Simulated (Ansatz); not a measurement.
Levels about the gap of amorphous Zr₂₀O₄₂Sn (63 atoms in a cell of 813 Å³, 5.34 g/cm³; zone centre alone, so wide bands show as single levels with stretches between that a denser mesh fills), at the geometry that PBE relaxed, where it gives -0.5 GPa on a denser mesh. The participation number counts the atoms over which a state spreads; weights are charges in smoothed Voronoi cells. The levels come from a single point, so bond lengths are those of that geometry. Method of the levels: PBE, scalar-relativistic without spin-orbit coupling (Ansatz, a quantum-chemistry and plane-wave program). Sampling: the zone centre alone; Fermi-Dirac width 0.02 eV; no spin polarisation. At PBE the levels at the filled edge of the gap are localised (band-tail or defect states), and the nearest spread-out levels lie 3.4 eV apart at the zone centre.

It comes from a melt-quench run on a machine-learned potential (CHGNet), relaxed afterwards by DFT. O atoms were pushed apart under 1.9 Å during the dynamics, to hinder bonds among them. The hot cell started wider than the set density and was brought back towards it in steps. It is the lowest in DFT energy of 2 quenches. It is a model cell: composition and starting density were chosen by hand, and all elements were melted together. No dispersion term was used. Its density started from a set value of 5.34 and ended at 5.34 g/cm³. Cooling (nominally 300 K/ps over its main leg) ran many orders faster than in experiment, which tends to leave more defects and strain. One small periodic cell is one sample of the glass; other quenches scatter about these values. The volume was held where the preparation left it and the shape relaxed, at a PBE pressure of -0.5 GPa (tension). Stress components on the final sampling reach 0.6 GPa. On a 2×2×2 Γ-centred mesh force components of up to 0.13 eV/Å stay, since the relaxation ran on the zone centre alone.

```tsv
E - E(highest filled), eV	filling	participation number	largest on	weight O	weight Zr	weight Sn
-0.53	filled	19.8	O, 3 neighbours	0.94	0.06	0.00
-0.52	filled	16.6	O, 3 neighbours	0.95	0.05	0.00
-0.47	filled	10.9	O, 3 neighbours	0.95	0.05	0.00
-0.35	filled	17.0	O, 3 neighbours	0.95	0.05	0.00
-0.33	filled	13.9	O, 3 neighbours	0.95	0.05	0.00
-0.31	filled	13.0	O, 3 neighbours	0.95	0.05	0.00
0.00	filled	4.7	O, 3 neighbours	0.94	0.05	0.00
3.07	empty	16.3	Sn, 6 neighbours	0.42	0.44	0.14
3.17	empty	9.1	Zr, 7 neighbours	0.33	0.66	0.01
3.28	empty	19.9	Zr, 7 neighbours	0.36	0.64	0.00
3.57	empty	28.8	Zr, 7 neighbours	0.33	0.66	0.00
3.59	empty	22.3	Zr, 6 neighbours	0.37	0.62	0.01
3.63	empty	24.2	Zr, 7 neighbours	0.33	0.66	0.00
3.68	empty	21.9	Zr, 7 neighbours	0.35	0.65	0.00
```

Most localised among these is the filled level at +0.00 eV, on a O atom, which has 3 neighbours (Zr 2.02 Å, Zr 2.22 Å, Zr 2.32 Å).
